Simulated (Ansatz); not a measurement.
Start from Sn in the diamond structure (space group Fd-3m, No. 227; relaxed with 0.1 eV smearing).

```yaml
crystal:
  lattice:
    - [0.00000, 3.23724, 3.23724]
    - [3.23724, 0.00000, 3.23724]
    - [3.23724, 3.23724, 0.00000]
  atoms:
    - { symbol: Sn, position: [0.00000, 0.00000, 0.00000] }
    - { symbol: Sn, position: [0.25000, 0.25000, 0.25000] }
```

Cartesian axes are those of the cell as printed.

The values are results of Ansatz (a first-principles code), LDA, PAW, cutoff 420 eV, no spin-orbit coupling, not measurements.

Strains are applied to the cell and any free atomic positions relax; under biaxial strain the out-of-plane vector relaxes too.

One change was made to it. Results:

```csv
quantity,base,after
energy relative to the base (free energy F),0 meV/atom,+12 meV/atom
shortest interatomic distance,2.804 Å,2.831 Å
```

### Question
Name the change that was made.
A) biaxial strain +0.50 %, plane normal [001], relaxed out of plane
B) biaxial strain −2.00 %, plane normal [001], relaxed out of plane
C) biaxial strain +3.00 %, plane normal [001], relaxed out of plane
D) biaxial strain −3.00 %, plane normal [001], relaxed out of plane

### Answer
C, biaxial strain +3.00 %, plane normal [001], relaxed out of plane. For comparison, the energy relative to the base in the other runs: biaxial strain −2.00 %, plane normal [001], relaxed out of plane gives +5.8 meV/atom; biaxial strain −3.00 %, plane normal [001], relaxed out of plane gives +13 meV/atom; biaxial strain +0.50 %, plane normal [001], relaxed out of plane gives +0.4 meV/atom.

Stability against distortions was not tested.
